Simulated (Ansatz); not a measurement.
TaSi2 (P6₂22, No. 180) was calculated with PBE-D4 (Ansatz, a first-principles code, plane waves, PAW).

Numerical settings: plane-wave cutoff 500 eV, scalar-relativistic PAW data made under PBE.

Computed at the level's own relaxed cell.

### Question
Predict the volume per atom, lattice constant a and c axis length.

### Answer

- volume per atom = 14.33 Å³/atom
- lattice constant a = 4.764 Å
- c axis length = 6.558 Å

Spin–orbit coupling is not included.

The computed numbers hold no vibrational or temperature effects.
